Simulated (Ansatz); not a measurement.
**B2O3 (P3₁21, No. 152): properties by level of theory**

```tsv
level (code)	lattice constant a (Å)	lattice parameter c (Å)
LDA (Ansatz)	4.290	8.056
PBEsol (Ansatz)	4.349	8.372
r²SCAN (Ansatz)	4.344	8.393
r²SCAN+rVV10 (Ansatz)	4.324	8.222
```

Ansatz's density-functional and Hartree–Fock values are scalar-relativistic unless marked +SOC, with PAW data made under PBE.

The computed numbers hold no vibrational or temperature effects.

Ansatz is a program for electronic structure.
